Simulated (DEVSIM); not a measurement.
System: abrupt CdTe n-p junction, at 300 K.

```tsv
layer (left to right)	material	thickness (μm)	Nd (cm⁻³)	Na (cm⁻³)	τn (s)	τp (s)
1	CdTe	16.0	1.1e15	-	1.6e-8	1.6e-8
2	CdTe	44.0	-	7.7e15	1.6e-8	1.6e-8
```

Left contact: ohmic. Right contact: ohmic. Voltage is applied to the left contact. Recombination: SRH at mid-gap, Auger. Mobility is μmin + (μ − μmin)/(1 + (N/Nref)^α).

The device is made up for the run: typed textbook-type constants, with dimensions and the other settings drawn at random. Values at 300 K.

```tsv
parameter	CdTe
gap (eV)	1.5
affinity (eV)	4.28
permittivity	10.2
Nc (cm⁻³)	8e17
Nv (cm⁻³)	1.8e19
μn (cm²/Vs)	1000
μp (cm²/Vs)	80
μn,min	100
μp,min	10
Nref,n	1e17
Nref,p	1e17
αn	0.6
αp	0.6
Cn (cm⁶/s)	1e-30
Cp (cm⁶/s)	1e-30
```

Model (solved in DEVSIM): 1D drift-diffusion, Boltzmann statistics, complete ionisation; no tunnelling, impact ionisation, image-force lowering or self-heating.

Base results: potential step across the device at zero bias (V) 1.129; dark forward voltage at 1 A/cm² (V) 1.113; largest field in the device at zero bias (V/cm) 19000.

Task: What follows from this one change: minority lifetime in layer 1 1.6e-08 → 4.8e-09 s?

Result: potential step across the device at zero bias little changed (1.129 V); dark forward voltage at 1 A/cm² 1.113 → 1.104 V; largest field in the device at zero bias little changed (19000 V/cm).

Task: What follows from this one change: thickness of layer 2 44 → 26 μm?

Result: potential step across the device at zero bias little changed (1.129 V); dark forward voltage at 1 A/cm² 1.113 → 1.092 V; largest field in the device at zero bias little changed (19000 V/cm).

Task: What follows from this one change: minority lifetime in layer 2 1.6e-08 → 4.8e-09 s?

Result: potential step across the device at zero bias little changed (1.129 V); dark forward voltage at 1 A/cm² 1.113 → 1.106 V; largest field in the device at zero bias little changed (19000 V/cm).

Task: What follows from this one change: doping Nd of layer 1 1.1e+15 → 3.3e+13 cm^-3?

Result: potential step across the device at zero bias 1.129 → 1.038 V; dark forward voltage at 1 A/cm² 1.113 → 1.216 V; largest field in the device at zero bias 19000 → 5800 V/cm.

Task: What follows from this one change: constant mobility in place of the doping-dependent one?

Result: potential step across the device at zero bias little changed (1.129 V); dark forward voltage at 1 A/cm² 1.113 → 1.102 V; largest field in the device at zero bias little changed (19000 V/cm).
